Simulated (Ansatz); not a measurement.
Take ZnSnAs₂ in the chalcopyrite structure (space group I-42d, No. 122) as the base.

```
ZnSnAs2
1.0
   -2.91974     2.91974     5.86873
    2.91974    -2.91974     5.86873
    2.91974     2.91974    -5.86873
Sn As Zn
2 4 2
Cartesian
  0.00000   0.00000   5.86873
  2.91974   0.00000   2.93437
  1.30926   1.45987   1.46718
 -1.45987   1.61049   4.40155
  1.61049   1.45987   7.33591
  4.37961   1.30926  -1.46718
  0.00000   0.00000   0.00000
  0.00000   2.91974   2.93437
```

Cartesian axes are those of the cell as printed.

All numbers come from PBEsol (Ansatz, a quantum-chemistry and plane-wave program, PAW, no spin-orbit coupling).

For the base:

| Property | Value |
|---|---|
| Pressure | 0.0 GPa |
| Shortest interatomic distance | 2.449 Å |

Modification: the cell is compressed by 3.00 % along x with no lateral relaxation, atoms relaxed at fixed cell.

**Question.** Estimate the effect on the largest internal atomic displacement.

**Answer.** The largest internal atomic displacement comes out as 0.018 Å.

**Question.** Estimate the effect on the energy relative to the base.

**Answer.** The energy grows by 6.4 meV/atom.

**Question.** What happens to the pressure?

**Answer.** The pressure (mean of the normal stresses, compression positive) goes from zero to 2.0 GPa.

**Question.** What does the calculation give for the shortest interatomic distance after the change?

**Answer.** The shortest interatomic distance drops by 0.028 Å, from 2.449 Å to 2.421 Å.

The cells carry an imposed strain or load. Whether these cells are dynamically stable was not tested. The final runs are not spin-polarised.
